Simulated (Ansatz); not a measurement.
# Effect of isotropic strain +1.50 % on ZnSe

The parent structure is ZnSe in the zinc blende structure (space group F-43m, No. 216; a = 5.5675 Å).

Perturbation: every lattice vector is stretched by 1.50 %; the atoms relax in the strained cell.

The values are results of LDA in Ansatz (plane waves to 420 eV, PAW, no spin-orbit coupling), not measurements. k-mesh 10×10×10 (Γ-centred); smearing 0.05 eV (Fermi–Dirac).

| quantity | base | changed | shift |
|---|---|---|---|
| volume per atom | 21.57 Å³ | 22.56 Å³ | +0.99 Å³ |
| shortest interatomic distance | 4.556 bohr | 4.624 bohr | +0.068 bohr |
| energy relative to the base (free energy F) | 0 meV/atom | +9.3 meV/atom | +9.3 meV/atom |
| pressure | 0.00 GPa | -2.90 GPa | -2.892 GPa |
| band gap | 1.25 eV | 1.07 eV | -0.18 eV |
| gap character | direct at Γ | direct at Γ | – |
| mean gap deformation potential ΔEg/Δln V | – | -4.1 eV | – |
| electron mass | 0.090 mₑ (at Γ) | 0.081 mₑ (at Γ) | – |
| valley order (the lowest conduction-band minima on the path, energy above the VBM, named in the base's zone) | Γ 1.25 eV; L along ⟨111⟩ 2.45 eV; X along ⟨100⟩ 2.69 eV | Γ 1.07 eV; L along ⟨111⟩ 2.37 eV; X along ⟨100⟩ 2.80 eV | – |

Final structure:

```xyz
2
Lattice="0.0000 2.8255 2.8255 2.8255 0.0000 2.8255 2.8255 2.8255 0.0000" Properties=species:S:1:pos:R:3 pbc="T T T"
Zn     0.0000     0.0000     0.0000
Se     1.4128     1.4128     1.4128
```

Masses are band curvatures over ±0.01 Å⁻¹ around the edge. No phonon test of stability was made.

Ansatz is a first-principles code.
